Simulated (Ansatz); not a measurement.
## Pressure series in InSe

The reference is InSe in the beta-GaS type structure (space group P6_3/mmc, No. 194; a = 4.032 Å, c = 16.763 Å; layered, stacked along the Cartesian z axis).

Cell and atoms are relaxed at each pressure.

Levels (all Ansatz, a program for electronic structure, PAW, earlier PAW set): PBE-D3(BJ) (420 eV, no SOC); r2SCAN+rVV10 (500 eV, no spin-orbit coupling).

The base cell above is that of PBE-D3(BJ); each level relaxes its own structures.

```tsv
case	c/a ratio, PBE-D3(BJ)	c/a ratio, r2SCAN+rVV10
pressure −1 GPa	4.260	4.356
pressure 0.9 GPa	4.127	4.173
pressure 2.1 GPa	4.110	4.146
pressure 4.5 GPa	4.114	4.134
pressure 9 GPa	4.157	4.155
pressure 15 GPa	4.236	4.209
pressure 22.5 GPa	4.341	4.287
pressure 30 GPa	4.454	4.366
```

The two levels differ by at most about 0.097. They disagree on the order of pressure 4.5 GPa and pressure 2.1 GPa and of 2 more pairs.

A case with no gap was solved on a k-mesh chosen for an insulator, which is coarse for it. Load acts through the strain it causes; cell and atoms are relaxed under it. Whether these cells are dynamically stable was not tested. Competing high-pressure phases were not computed. The final runs are not spin-polarised.
